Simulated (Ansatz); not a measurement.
Functionals compared on H2O on the (000-1) surface of 4H silicon carbide (H on every top atom; a constructed slab, bottom: 1 H on 1 bottom sites), one in a cell of 33 Å², started at the site 'hollow H-H-H over Si at depth 1.7 Å', in Ansatz (plane waves, PAW). The structure was relaxed with PBE; the other rows are single points on it, each with its references at the same level. Cutoff 420 eV (500 eV for r2SCAN). HSE06 used the coarser mesh 3x3x1.

Host crystal: 4H silicon carbide, with a band gap (PBE, scalar-relativistic without spin-orbit coupling).

Slab: 43 atoms, 10.8 Å thick at the start with caps and adatoms under the adsorbate (thin: gaps and levels are the slab's own); k 4x4x1, smearing 0.01 eV, dipole-corrected; 20 atoms held, the rest relaxed; no symmetry held; no spin, no spin-orbit, no U, no dispersion correction. At the end no host atom lies within bonding distance. In PBE it is, or lies within 0.03 eV of, the lowest of the starts that converged. These notes are the PBE run's. Adsorption energies are against H2O(g). A negative adsorption energy means that the adsorbate is more stable on the surface than in its reference.

| functional | adsorption energy (eV) | rough cost of the single point |
|---|---|---|
| PBE | -0.05 | – |
| RPBE | -0.03 | roughly 2.0 core-minutes |
| r2SCAN | -0.07 | very roughly 3 core-minutes |
| HSE06 | -0.05 | around 30 core-minutes (rough) |

Ansatz is an electronic-structure program.
